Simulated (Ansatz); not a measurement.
The starting structures come from a database of crystals and need not be the phases stable at ambient conditions.

The decay constant κ of evanescent states in the gap governs leakage through a thin film.

Data:

```xyz
12
Lattice="5.6306 0.0000 0.0000 0.0000 5.6306 0.0000 0.0000 0.0000 5.6306" Properties=species:S:1:pos:R:3 pbc="T T T"
Ru     0.0000     2.8153     2.8153
Ru     2.8153     2.8153     0.0000
Ru     2.8153     0.0000     2.8153
Ru     0.0000     0.0000     0.0000
S      3.4448     5.0011     5.0011
S      2.1858     0.6295     0.6295
S      5.0011     0.6295     2.1858
S      0.6295     5.0011     3.4448
S      0.6295     3.4448     0.6295
S      5.0011     2.1858     5.0011
S      2.1858     2.1858     3.4448
S      3.4448     3.4448     2.1858
```

Space group of this cell: Pa-3. The cell is taken as given.

Transport runs along the normal of the first two printed cell vectors, the (001) plane of the conventional cell.

The gap is the functional's own. No spin-orbit coupling. Mid-gap values are interpolated on the energy grid.

State the band gap and the smallest decay constant κ at mid-gap according to r2SCAN (Ansatz, a first-principles code).

Gap 0.93 eV on a 6×6×6 mesh; κ = 0.197 1/Å, at the zone centre.
